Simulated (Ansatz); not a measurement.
B20 (FeSi-type) FeGe, treated with PBEsol-D3(BJ) (Ansatz, a quantum-chemistry and plane-wave program, PAW).

Numerical settings: plane-wave cutoff 520 eV, 12×12×12 k mesh, Fermi–Dirac smearing 0.05 eV, spin-polarised with parallel moments, scalar-relativistic PAW data made under PBE.

Computed points:

| V (Å³/atom) | E − E_lowest (meV/atom) | P (GPa) |
|---|---|---|
| 11.324 | 12.72 | 8.94 |
| 11.560 | 3.07 | 4.24 |
| 11.796 | 0.00 | 0.00 |
| 12.032 | 2.85 | -3.80 |
| 12.268 | 10.98 | -7.17 |

Task: What bulk modulus B0 and pressure derivative B′ does a third-order Birch–Murnaghan fit give?

Result: V0 = 11.796 Å³/atom, B0 = 200 GPa, B′ = 4.5 (fit to the energies at full precision).

Shape and atoms are relaxed at each volume.

Measured, for comparison: bulk modulus 147 ± 3 GPa (82 K, zero-point motion not removed; as tabulated in Wilhelm et al. (2007), arXiv:cond-mat/0703031); equilibrium volume per atom 12.97 Å³/atom (295 K, not corrected to a static lattice; as tabulated in Wilhelm et al. (2007), arXiv:cond-mat/0703031). Computed (rounded) less measured: bulk modulus +36 %, equilibrium volume per atom -9.0 %.

Note: the collinear magnetic order is the start's and need not be the measured one; the bulk modulus comes from volumes at which shape and atoms were relaxed.

Computing time: around 120 core-minutes (rough).
